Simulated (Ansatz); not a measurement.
```
Ba3YTi4O12
1.0
    3.98510    -3.98510    -4.20426
   -3.98510     3.98510    -4.20426
    3.98510     3.98510     4.20426
Ti Y Ba O
4 1 3 12
Cartesian
  1.92051   1.92051  -2.28389
  2.06459   2.06459   1.92037
 -1.92051   1.92051  -2.28389
  1.92051  -1.92051  -2.28389
  0.00000   0.00000   0.41903
  0.00000   0.00000  -4.44210
  3.98510   0.00000  -0.29903
  0.00000   3.98510  -0.29903
  1.73898   1.73898  -0.47788
  2.24612   2.24612  -4.68215
  2.24612  -2.24612  -4.68215
 -2.24612   2.24612  -4.68215
  2.02513   0.00000  -2.68005
 -2.07157   3.98510  -2.41684
  1.95997   3.98510   1.52421
  2.07157   3.98510  -2.41684
  0.00000   2.02513  -2.68005
  3.98510  -2.07157  -2.41684
  3.98510   2.07157  -2.41684
  3.98510   1.95997   1.52421
```

Spin-polarised, with starting moments of sign Ti0 Ti0 Ti0 Ti0 Y+ Ba0 Ba0 Ba0 O+ O+ O+ O+ O+ O+ O+ O+ O+ O+ O+ O+.

All numbers come from plane-wave PAW DFT at the PBE level (Ansatz, a quantum-chemistry and plane-wave program, 420 eV), no SOC, earlier PAW set. Settings: 4×4×4 k-points, 0.01 eV Fermi–Dirac smearing.

Predict the gap of the supercell and pressure.

The gap of the supercell is zero and the pressure is -2.2 GPa.

The magnetic state is the one reached from the starting moments; the real material's order can differ, and small cells can't hold many antiferromagnetic ones. The cell is small, so the values are those of an ordered compound at a high defect concentration; dilute-limit values will differ. The mesh was chosen for an insulator and is coarse for the gapless case. The defect started on the symmetric site and kept its symmetry, so it may sit on a saddle. Starting moments died away, wholly or in part, for Y on a Ba site; another magnetic solution may exist. No Hubbard U is applied, and correlation can decide whether such a compound is a metal. The cell was made from BaTiO₃ (space group P4mm, No. 99) by this change: Y on a Ba site. The defect cell is spin-polarised and ends with 0.1 μB.
